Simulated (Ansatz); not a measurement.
Functionals compared on CO on the 1x1 (0001) surface of hcp Ru, one in a 2x2 cell, started at the site 'hollow Ru-Ru-Ru over Ru at depth 2.1 Å', in Ansatz (plane waves, PAW). The structure was relaxed with PBE; the other rows are single points on it, each with its references at the same level. Cutoff 420 eV (500 eV for r2SCAN).

Set-up: 18 atoms, 6.3 Å thick at the start under the adsorbate (thin: gaps and levels are the slab's own); mesh 6x6x1; 0.1 eV smearing; dipole correction on; 8 atoms held, the rest relaxed; start symmetry kept, larger cells not searched; no spin, no spin-orbit, no U, no dispersion correction. At the end it is bonded to 3 Ru. In PBE it is, or lies within 0.03 eV of, the lowest of the starts that converged. These notes are the PBE run's. Adsorption energies are against CO(g). A negative adsorption energy means that the adsorbate is more stable on the surface than in its reference.

```json
[
 {"functional": "PBE", "adsorption energy (eV)": "-1.87", "work function of the top face (eV)": "6.16", "change of the work function (eV)": "1.16", "rough cost of the single point": "–"},
 {"functional": "RPBE", "adsorption energy (eV)": "-1.49", "work function of the top face (eV)": "6.02", "change of the work function (eV)": "1.20", "rough cost of the single point": "about 50 core-seconds (a rough figure)"},
 {"functional": "r2SCAN", "adsorption energy (eV)": "…", "work function of the top face (eV)": "…", "change of the work function (eV)": "…", "rough cost of the single point": "around 110 core-seconds (rough)"}
]
```

Q: Complete the blanks.

A: 
- r2SCAN, adsorption energy (eV): -1.97
- r2SCAN, work function of the top face (eV): 6.26
- r2SCAN, change of the work function (eV): 1.26

Ansatz is a first-principles code.
